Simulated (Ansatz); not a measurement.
Cubic perovskite CsHgBr₃ (idealised or unconfirmed structure) was calculated with r²SCAN+rVV10 (PAW; Ansatz, a quantum-chemistry and plane-wave program).

Input:

Ansatz 0.2 input:
```yaml
crystal:
  lattice:
    - [5.5859446352, 0.0, 0.0]
    - [0.0, 5.5859446352, 0.0]
    - [0.0, 0.0, 5.5859446352]
  atoms:
    - { symbol: Cs, position: [0.0, 0.0, 0.0] }
    - { symbol: Hg, position: [0.5, 0.5, 0.5] }
    - { symbol: Br, position: [0.5, 0.0, 0.5] }
    - { symbol: Br, position: [0.0, 0.5, 0.5] }
    - { symbol: Br, position: [0.5, 0.5, 0.0] }
basis:
  ecutwfc: 560
  ecutrho_ratio: 4
  xc_grid: 3
kpoints:
  mp_grid: { grid: [10, 10, 10] }
hamiltonian:
  xc: r2scan
  dispersion: rvv10
  pseudopotentials: { kind: paw }
scf:
  occupations: { method: fermi_dirac, width: 0.05 }
  convergence: { dr2_threshold: 0.0000000005 }
output:
  forces: true
  stress: true
  eigenvalues: true
```

The run printed, among other lines:

```
Crystal: 5 atoms, lattice volume = 174.297 Å³
Basis set: ecut = 560 eV, 5257 PW (Γ), exchange–correlation on 135×135×135 points (27 copies of the dense FFT grid, shifted against one another)
Bands: 30, of which v1, the nominal top of the filled ones, is band 25 counted from 1 (24 counted from 0)
Symmetry: 48 space group operations
Space group: Pm-3m (ITA 221), of the structure as read, at distance tolerance 5.6e-5 Å
k-points: 56 of 1000
Functional: x = r2scan, c = r2scan + rvv10(b = 11.95, C = 0.0093); τ floored in thin density (d = 2e-4 eV/Å³)
SCF iter   1: F=—  HF=-27888.575133 eV  |F-HF|=—  |Δ(HF+E_count)|=         —  Δρ=4.70e-3  dr2=2.73e-2  dr2_τ=3.60e-2
SCF iter   2: F=—  HF=-27888.596125 eV  |F-HF|=—  |Δ(HF+E_count)|=   2.10e-2  Δρ=2.44e-3  dr2=7.75e-3  dr2_τ=9.99e-4
  ...
SCF iter  10: F=—  HF=-27888.595214 eV  |F-HF|=—  |Δ(HF+E_count)|=   1.01e-9  Δρ=4.33e-7  dr2=6.65e-10  dr2_τ=1.51e-11
SCF iter  11: F=-27888.595214 eV  HF=-27888.595214 eV  |F-HF|=3.64e-12  |Δ(HF+E_count)|=  9.46e-11  Δρ=1.05e-7  dr2=2.60e-11  dr2_τ=1.69e-12
SCF 1 converged in 11 iterations: F = -27888.595214 eV  dr2 = 2.60e-11
SCF converged after 11 iterations
Free energy (F): -27888.595214 eV
Internal energy: -27888.589947 eV  (E = F + TS)
E sigma→0 (E₀):  -27888.592581 eV
Fermi energy:    3.770266 eV
--- Forces (eV/Å), atoms counted from 1 ---
  atom   1  Cs    -0.00000000    -0.00000000     0.00000000
  atom   2  Hg     0.00000000     0.00000000    -0.00000000
  atom   3  Br    -0.00000000    -0.00000000     0.00000000
  atom   4  Br     0.00000000     0.00000000    -0.00000000
  atom   5  Br     0.00000000     0.00000000     0.00000000
--- Stress (GPa, compression-positive) ---
       -0.586702       0.000000      -0.000000
        0.000000      -0.586702       0.000000
        0.000000       0.000000      -0.586702
  P = ⅓ Tr σ = -0.5867 GPa (-5.867 kbar)
```

The cell is one volume of an energy–volume scan, off the minimum.

The PAW data were made under PBE.

It cost very roughly 60 core-seconds of CPU time.
